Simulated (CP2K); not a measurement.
CP2K is run on CaHCl (P4/nmm, 6 atoms in the cell), and the run fails. The aim is a self-consistent single point with DFT LDA (Pade form), GPW, DZVP-MOLOPT-SR-GTH basis, GTH-PADE potentials (GTH_POTENTIALS).

Cell that was meant: a = 3.8167 Å, b = 3.8167 Å, c = 6.9028 Å, α = 90.00°, β = 90.00°, γ = 90.00°.

Part of the input:

```
  METHOD Quickstep
  STRESS_TENSOR ANALYTICAL
  &DFT
    BASIS_SET_FILE_NAME BASIS_MOLOPT_SR
    POTENTIAL_FILE_NAME GTH_POTENTIALS
    &QS
      METHOD GPW
```

Log, with long lists cut:

```
 GLOBAL| Method name                                                        CP2K
 GLOBAL| Project name                                                      cahcl
 GLOBAL| Run type                                                   ENERGY_FORCE

 *******************************************************************************
 *   ___                                                                       *
 *  /   \                                                                      *
 * [ABORT]                                                                     *
 *  \___/   The specified OLD file <BASIS_MOLOPT_SR> cannot be opened. It does *
 *    |      not exist. *
 *  O/|
 * /| |
 * / \                                                   common/cp_files.F:406 *
 *******************************************************************************

 ===== Routine Calling Stack =====

            3 read_qs_kind
            2 create_qs_kind_set
            1 CP2K
Abort(1) on node 0 (rank 0 in comm 0): application called MPI_Abort(MPI_COMM_WORLD, 1) - process 0
```

### Question
From the messages shown, name the fault and mend the input.

### Answer
The fault is a potential or basis that cannot be found. The input names a file or set that is not where the program looks, or that does not exist under that name. To fix it, correct the name or place the file. The program stopped before any SCF iteration.

An input that runs soundly differs in these lines (not the only fix; some lines may just follow from the change or write a value another way):
```diff
-    BASIS_SET_FILE_NAME BASIS_MOLOPT_SR
+    BASIS_SET_FILE_NAME BASIS_MOLOPT
```

With that input, the run converged in 15 iterations: free energy E − TS -2854.3538 eV; top of the valence band (on the code's own zero) 3.73 eV; gap on the k-point mesh 3.62 eV; pressure -4.18 GPa; largest force (vector length) 0.030 eV/Å (DFT LDA (Pade form), GPW, DZVP-MOLOPT-SR-GTH basis, GTH-PADE potentials (GTH_POTENTIALS)).

On the sound input: the starting cell comes from a database of computed structures (which also holds hypothetical and non-ambient phases and stackings), without a prior relaxation at this level. Values carry the incompleteness of an atom-centred basis. With a pressure of about -4 GPa the cell is away from its equilibrium volume at this level.
